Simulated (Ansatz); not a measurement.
We consider YScO₃ (P6₃/mmc, No. 194, 10 atoms in the cell; start mp-768479), described by LDA (plane waves, PAW; Ansatz, a program for electronic structure).

Run with plane-wave cutoff 520 eV, 12×12×4 k mesh (along the axes of the cell as run), Fermi–Dirac smearing 0.01 eV, scalar-relativistic PAW data made under PBE.

Cell (relaxed with PBEsol):

```cif
data_O6Sc2Y2
_chemical_formula_sum 'Y2 Sc2 O6'
_space_group_name_H-M_alt 'P63/mmc'
_space_group_IT_number 194
_space_group_name_Hall '-P 6c 2c'
_cell_length_a 3.54734
_cell_length_b 3.54734
_cell_length_c 12.18800
_cell_angle_alpha 90.000
_cell_angle_beta 90.000
_cell_angle_gamma 120.000
loop_
_atom_site_label
_atom_site_type_symbol
_atom_site_symmetry_multiplicity
_atom_site_Wyckoff_symbol
_atom_site_fract_x
_atom_site_fract_y
_atom_site_fract_z
_atom_site_occupancy
Y1 Y 2 a 0.00000 0.00000 0.00000 1
Sc1 Sc 2 c 0.33333 0.66667 0.25000 1
O1 O 4 f 0.33333 0.66667 0.08213 1
O2 O 2 b 0.00000 0.00000 0.25000 1
```

Q: Estimate the band gap and direct gap at Γ that the calculation returns.

A: 
- band gap: 3.16 eV
- direct gap at Γ: 3.97 eV

Note: cell and atoms aren't relaxed at this level (pressure -4.5 GPa).

Spin–orbit coupling is not included.

Cost on a shared machine: roughly 21 core-seconds.

A start named mp-… is a Materials Project structure, which need not be a measured phase.
